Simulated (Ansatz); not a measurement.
Consider PbSe in the rock salt structure (space group Fm-3m, No. 225; a = 6.178 Å). Axes: x, y, z lie along the cube axes.

Method: r2SCAN (Ansatz, a quantum-chemistry and plane-wave program, PAW, scalar-relativistic without spin-orbit coupling).

Before the change:

```
Property      Value
--------  ---------
Band gap    0.67 eV
Pressure  -0.01 GPa
```

Now apply this change: biaxial strain +4.78 %, plane normal [110], relaxed out of plane (Cartesian); in-plane vectors clamped, the third vector and the atoms free.

Question: How does this affect the energy relative to the base?

Answer: The energy goes up by 37 meV/atom.

Question: Predict the new band gap.

Answer: The band gap falls by 0.243 eV, from 0.67 eV to 0.42 eV.

Question: What does the calculation give for the out-of-plane strain after the change?

Answer: The out-of-plane strain amounts to -3.27 %.

Question: Estimate the effect on the pressure.

Answer: The pressure (mean of the normal stresses, compression positive) drops by 2.59 GPa (-0.01 GPa → -2.60 GPa).

A biaxial case was relaxed in a doubled cell and then solved in the primitive one. With Pb present, leaving out spin-orbit coupling can change the band edges. No phonon test of stability was made.
